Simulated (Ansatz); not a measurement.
Base system: CuI in the zinc blende structure (space group F-43m, No. 216).

```yaml
crystal:
  lattice:
    - [0.00000, 2.93094, 2.93094]
    - [2.93094, 0.00000, 2.93094]
    - [2.93094, 2.93094, 0.00000]
  atoms:
    - { symbol: Cu, position: [0.00000, 0.00000, 0.00000] }
    - { symbol: I, position: [0.25000, 0.25000, 0.25000] }
```

Cartesian axes are those of the cell as printed.

All numbers come from LDA/PAW in Ansatz (a program for electronic structure), no spin-orbit coupling.

Base values:

* **Electron mass**: 0.14 mₑ (at Γ)
* **Pressure**: 0.00 GPa

Now apply this change: biaxial strain −1.67 %, plane normal [111], relaxed out of plane (Cartesian); in-plane vectors clamped, the third vector and the atoms free.

**Question.** What does the calculation give for the out-of-plane strain after the change?

**Answer.** The out-of-plane strain is +1.45 %.

**Question.** Predict the new electron mass.

**Answer.** The electron mass changes from 0.14 mₑ (at Γ) to 0.12 mₑ out of plane, 0.15 mₑ in plane (at Γ).

**Question.** What happens to the energy relative to the base?

**Answer.** The energy grows by 4.4 meV/atom.

**Question.** Predict the new pressure.

**Answer.** The pressure (mean of the normal stresses, compression positive) goes from zero to 1.12 GPa.

Spin-orbit coupling, missing from the scalar runs, can matter with I. The levels and masses belong to the bands next to the band gap. Masses are band curvatures over ±0.01 Å⁻¹ around the edge. Whether these cells are dynamically stable was not tested. All final runs are without spin polarisation.
